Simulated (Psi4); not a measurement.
Psi4 1.11, B3LYP/def2-svp, scf_type pk: CN[C@@H]1[SiH2]N[Si@@H]1C, 19 atoms. The geometry is a generated start, not checked to be a minimum at this level.

| Item | Value |
|---|---|
| task | energy |
| method | b3lyp |
| basis | def2-svp |
| memory | 7 GB |
| e_convergence | 1e-08 |
| d_convergence | 1e-07 |
| guess | auto, which took SAD (default) |
| diis_max_vecs | 10 (default) |
| scf_initial_accelerator | adiis (default) |
| dft_radial_points | 75 (default) |
| dft_spherical_points | 302 (default) |
| basis functions | 166 |
| grid points | 401040 |

```xyz
19

C      2.6070    -0.2268     0.7379
N      1.2189    -0.6679     0.6223
C      0.5532     0.0548    -0.4872
Si    -0.2783     1.7811    -0.1362
N     -1.6330     1.2717    -1.0456
Si    -1.3168    -0.3877    -0.8211
C     -2.1427    -1.1614     0.6157
H      3.0860    -0.7544     1.5687
H      3.1730    -0.4486    -0.1728
H      2.6750     0.8448     0.9494
H      1.2182    -1.6834     0.5100
H      1.1019     0.0553    -1.4357
H      0.3734     2.9069    -0.8400
H     -0.6759     2.0104     1.2726
H     -1.4687     1.5090    -2.0191
H     -1.5081    -1.0901    -2.1082
H     -1.9790    -0.6072     1.5454
H     -1.7790    -2.1810     0.7797
H     -3.2251    -1.2257     0.4643
```
Charge 0, spin multiplicity 1.

The reference run uses exact four-centre integrals (scf_type = pk). One run each, on a shared machine, so no times are given.

Settings tried, all else as in the reference:
- scf_type = cd, cholesky_tolerance = 1e-05
- scf_type = dfdirj+link
- scf_type = mem_df
- scf_type = dfdirj+cosx
- scf_type = cd, cholesky_tolerance = 0.01
- scf_type = cd, cholesky_tolerance = 1e-06
- scf_type = dfdirj+snlink
- scf_type = cd, cholesky_tolerance = 0.001
- scf_type = dfdirj+cosx, cosx_radial_points_final = 75, cosx_spherical_points_final = 302
- scf_type = cd, cholesky_tolerance = 0.0001 (default)
- scf_type = dfdirj+cosx, cosx_radial_points_final = 50, cosx_spherical_points_final = 194
- scf_type = dfdirj+cosx, cosx_radial_points_final = 25, cosx_spherical_points_final = 50

Q: Which of these stay within 0.10 meV/atom in energy of the reference run?

A: Within it: scf_type = cd, cholesky_tolerance = 1e-06. At the edge (between 0.75 and 1.33 times the tolerance): scf_type = cd, cholesky_tolerance = 1e-05. Outside: scf_type = mem_df; scf_type = dfdirj+cosx; scf_type = dfdirj+cosx, cosx_radial_points_final = 75, cosx_spherical_points_final = 302; scf_type = dfdirj+cosx, cosx_radial_points_final = 50, cosx_spherical_points_final = 194; scf_type = dfdirj+snlink; scf_type = dfdirj+link; scf_type = cd, cholesky_tolerance = 0.0001 (default); scf_type = cd, cholesky_tolerance = 0.001; scf_type = dfdirj+cosx, cosx_radial_points_final = 25, cosx_spherical_points_final = 50; scf_type = cd, cholesky_tolerance = 0.01.

```
setting                                                                                   energy against the reference
----------------------------------------------------------------------------------------  ----------------------------
scf_type = cd, cholesky_tolerance = 1e-06                                                             −0.0056 meV/atom
scf_type = cd, cholesky_tolerance = 1e-05                                                              −0.099 meV/atom
scf_type = mem_df                                                                                       −0.19 meV/atom
scf_type = dfdirj+cosx                                                                                  −0.25 meV/atom
scf_type = dfdirj+cosx, cosx_radial_points_final = 75, cosx_spherical_points_final = 302                −0.27 meV/atom
scf_type = dfdirj+cosx, cosx_radial_points_final = 50, cosx_spherical_points_final = 194                −0.27 meV/atom
scf_type = dfdirj+snlink                                                                                −0.28 meV/atom
scf_type = dfdirj+link                                                                                  −0.28 meV/atom
scf_type = cd, cholesky_tolerance = 0.0001 (default)                                                     −1.7 meV/atom
scf_type = cd, cholesky_tolerance = 0.001                                                                −3.9 meV/atom
scf_type = dfdirj+cosx, cosx_radial_points_final = 25, cosx_spherical_points_final = 50                  +4.4 meV/atom
scf_type = cd, cholesky_tolerance = 0.01                                                                 +7.5 meV/atom
```

Total energies are compared; such shifts often cancel in part in energy differences. The DFDIRJ builders fit J, which adds its shift to that of exchange. Psi4 runs the final COSX grid once, on the density of the start grid. Also tried and not ranked: scf_type = direct (same energy as a listed run). The tolerance is a choice made for this comparison.
